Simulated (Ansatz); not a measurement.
Take BaTiO$_{3}$ in the cubic perovskite structure (space group Pm-3m, No. 221; a = 3.970 Å) as the base.

Now apply this change: Sr takes the place of Ba on all its sites; the structure is relaxed again.

Levels (all Ansatz, an electronic-structure program, PAW): PBEsol (420 eV, without spin-orbit coupling); r2SCAN (500 eV, no SOC); HSE06 (420 eV, scalar-relativistic without spin-orbit coupling).

One geometry, relaxed with PBEsol, under each level:

```tsv
level	band gap	lowest conduction level above the VBM at special points	pressure
PBEsol	1.85 eV	Γ 1.85 eV; X 2.03 eV; M 3.87 eV; R 4.57 eV	0.01 GPa
r2SCAN	2.29 eV	Γ 2.29 eV; X 2.45 eV; M 4.23 eV; R 4.93 eV	2.38 GPa
HSE06	(withheld)	(withheld)	–
```

Problem. Give the withheld HSE06 results.

Solution. 
- HSE06, band gap: 3.37 eV
- HSE06, lowest conduction level above the VBM at special points: Γ 3.37 eV; X 3.56 eV; M 5.54 eV

Single points use the geometry relaxed with PBEsol. Their cutoffs differ, which shifts pressures a little. HSE06 gaps are upper bounds (no full band path). Whether these cells are dynamically stable was not tested. All final runs are without spin polarisation. Many cubic perovskites are stable only at high temperature; tilts and polar distortions were not tested. This is not the structure that BaTiO3 has at room temperature and ambient pressure.
